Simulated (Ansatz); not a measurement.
## A computed series for Zr2InN: pressure series

Take Zr₂InN (space group P6_3/mmc, No. 194; a cell from a computed database, its experimental status unchecked) as the base.

Space group P6₃/mmc (No. 194); a = 3.2618 Å, b = 3.2618 Å, c = 14.7987 Å, α = 90.00°, β = 90.00°, γ = 120.00°

| atom | site | symmetry | x | y | z |
|---|---|---|---|---|---|
| Zr | 4f | 3m. | 0.3333 | 0.6667 | 0.0837 |
| In | 2d | -6m2 | 0.6667 | 0.3333 | 0.2500 |
| N | 2a | -3m. | 0.0000 | 0.0000 | 0.0000 |

Cell and atoms are relaxed at each pressure.

Calculations: PBEsol, PAW, 420 eV (Ansatz, a first-principles code; spin-orbit coupling left out).

```json
[
 {"P (GPa)": "0.29", "V (Å³/atom)": "17.010"},
 {"P (GPa)": "0.69", "V (Å³/atom)": "16.964"},
 {"P (GPa)": "1.49", "V (Å³/atom)": "16.874"},
 {"P (GPa)": "2.99", "V (Å³/atom)": "16.712"},
 {"P (GPa)": "5.00", "V (Å³/atom)": "16.508"},
 {"P (GPa)": "7.50", "V (Å³/atom)": "16.271"}
]
```

A third-order Birch–Murnaghan fit to these points gives V₀ = 17.04 Å³/atom, B₀ = 145 GPa and B₀′ = 4.6. At pressure 7.5 GPa the volume is 95.5 % of V₀.

Load acts through the strain it causes; cell and atoms are relaxed under it. Stability against distortions was not tested. Competing high-pressure phases were not computed. The final runs are not spin-polarised.
